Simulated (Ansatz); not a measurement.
The starting structures come from a database of crystals and need not be the phases stable at ambient conditions.

Inside the gap of an insulator the Bloch states are evanescent, with a wavenumber k + iκ along the transport direction.

Input:

```
CELL_PARAMETERS angstrom
      6.58621     0.00000     0.00000
     -0.00537     7.85118     0.00000
     -1.19856    -3.82050     3.93114
ATOMIC_POSITIONS crystal
  Zn 0.49990 0.25090 0.63790
  Zn 0.50010 0.74910 0.36210
  Zn 0.18830 0.74010 0.76820
  Zn 0.81170 0.25990 0.23180
  H  0.17950 0.92000 0.34910
  H  0.82050 0.08000 0.65090
  P  0.27670 0.25070 0.08770
  P  0.72330 0.74930 0.91230
  O  0.15280 0.99470 0.77040
  O  0.84720 0.00530 0.22960
  O  0.13460 0.38930 0.33110
  O  0.86540 0.61070 0.66890
  O  0.33460 0.37920 0.98040
  O  0.66540 0.62080 0.01960
  O  0.51330 0.75100 0.72150
  O  0.48670 0.24900 0.27850
  O  0.29780 0.89670 0.25450
  O  0.70220 0.10330 0.74550
```

The cell is taken as given; by r2SCAN it stands under a pressure of -6.0 GPa.

Transport runs along the normal of the first two printed cell vectors.

The gap is the functional's own. No spin-orbit coupling. Mid-gap values are those at the computed energy nearest the middle.

Problem. Compute, with r2SCAN (Ansatz, a first-principles code), the band gap and the smallest decay constant κ at mid-gap.

Solution. Gap 3.78 eV on a 6×6×8 mesh; κ = 0.355 1/Å, at the zone centre.
